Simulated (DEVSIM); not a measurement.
System: illuminated Si n-on-p cell, one wavelength, at 350 K.

| layer (left to right) | material | thickness (μm) | Nd (cm⁻³) | Na (cm⁻³) | τn (s) | τp (s) | absorption coefficient (cm⁻¹) |
|---|---|---|---|---|---|---|---|
| 1 | Si | 0.710 | 5.2e18 | - | 3.2e-7 | 3.7e-8 | 580 |
| 2 | Si | 22.0 | - | 1.8e15 | 3.4e-7 | 3.4e-7 | 580 |

Left contact: ohmic, minority hole recombination velocity 10000 cm/s. Right contact: ohmic, minority electron recombination velocity 3e6 cm/s. Voltage is applied to the left contact. Recombination: SRH at mid-gap, radiative, Auger. Light enters at the left, 1.5e17 photons cm⁻² s⁻¹, one pass, no reflection. Mobility is μmin + (μ − μmin)/(1 + (N/Nref)^α).

Constants are typed, rounded textbook-type inputs, not results; the design itself was drawn at random and stands for no fabricated device. Values at 300 K; Nc and Nv go as T^1.5, mobilities as T to minus their exponent, the gap by Varshni's rule with the affinity fixed.

| parameter | Si |
|---|---|
| gap (eV) | 1.124 |
| affinity (eV) | 4.05 |
| permittivity | 11.7 |
| Nc (cm⁻³) | 2.86e19 |
| Nv (cm⁻³) | 3.1e19 |
| μn (cm²/Vs) | 1417 |
| μp (cm²/Vs) | 470 |
| μn,min | 52 |
| μp,min | 45 |
| Nref,n | 9.7e16 |
| Nref,p | 2.2e17 |
| αn | 0.68 |
| αp | 0.72 |
| T exponent of μn | 2.3 |
| T exponent of μp | 2.2 |
| B (cm³/s) | 4.7e-15 |
| Cn (cm⁶/s) | 2.8e-31 |
| Cp (cm⁶/s) | 9.9e-32 |
| Varshni α (eV/K) | 0.000473 |
| Varshni β (K) | 636 |

Model (solved in DEVSIM): 1D drift-diffusion, Boltzmann statistics, complete ionisation; no tunnelling, impact ionisation, image-force lowering or self-heating.

The photon flux was swept, all else fixed.

| photon flux (cm^-2 s^-1) | open-circuit voltage (V) | largest power (mW/cm²) | short-circuit current (mA/cm²) | fill factor |
|---|---|---|---|---|
| 4.5e15 | 0.220 | 0.0437 | 0.327 | 0.61 |
| 1.5e16 | 0.258 | 0.182 | 1.09 | 0.65 |
| 4.5e16 | 0.292 | 0.643 | 3.27 | 0.67 |
| 1.5e17 | ? | 2.51 | ? | ? |
| 4.5e17 | 0.362 | 8.49 | 32.7 | 0.72 |
| 1.5e18 | 0.398 | 32.1 | 110 | 0.73 |
| 4.5e18 | 0.430 | 107 | 335 | 0.74 |

Some entries are withheld; supply them.


- 1.5e17, open-circuit voltage (V): 0.329
- 1.5e17, short-circuit current (mA/cm²): 10.9
- 1.5e17, fill factor: 0.70
